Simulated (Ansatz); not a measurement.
## Effect of Mg → Sr on MgO

The parent structure is MgO in the rock salt structure (space group Fm-3m, No. 225; a = 4.254 Å).

It is then changed as follows: every Mg is replaced by Sr, then cell and atoms are relaxed.

All numbers come from Ansatz (a first-principles code) PBE, scalar-relativistic without spin-orbit coupling, earlier PAW set. Γ-centred 11×11×11 mesh, Fermi–Dirac width 0.05 eV, for the changed cell.

```tsv
quantity	base	changed	shift
density	3.48 g/cm³	4.91 g/cm³	+1.43 g/cm³
space group	Fm-3m (No. 225)	Fm-3m (No. 225)	–
shortest interatomic distance	2.127 Å	2.598 Å	+0.4704 Å
band gap	4.46 eV	3.33 eV	-1.13 eV
gap character	direct at Γ	indirect, Γ → X	–
electron mass	0.34 mₑ (at Γ)	1.2 mₑ along k, 0.41 mₑ across (at X)	–
```

Cost of the whole job for the changed cell (relaxation, final SCF and bands): around 9 core-seconds (rough).

Masses are band curvatures over ±0.01 Å⁻¹ around the edge. Along k means along the line from Γ to the band edge. No phonon test of stability was made.
